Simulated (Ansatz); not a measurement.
## HgTe (model structure, started from the NiAs type, P6₃/mmc, No. 194, 4 atoms in the cell): properties by level of theory

```tsv
level (code)	equilibrium lattice constant a (Å)	c axis length (Å)
PBE (Ansatz)	4.283	7.419
PBEsol (Ansatz)	4.180	7.275
PBE-D3(BJ) (Ansatz)	4.192	7.352
```

Ansatz's density-functional and Hartree–Fock values are scalar-relativistic unless marked +SOC, with PAW data made under PBE.

The computed numbers hold no vibrational or temperature effects.

A model structure was made by putting elements into a prototype or built by hand; it is no filed structure, need not be a known phase, and can be a saddle point held by its symmetry.

Ansatz is a first-principles code.
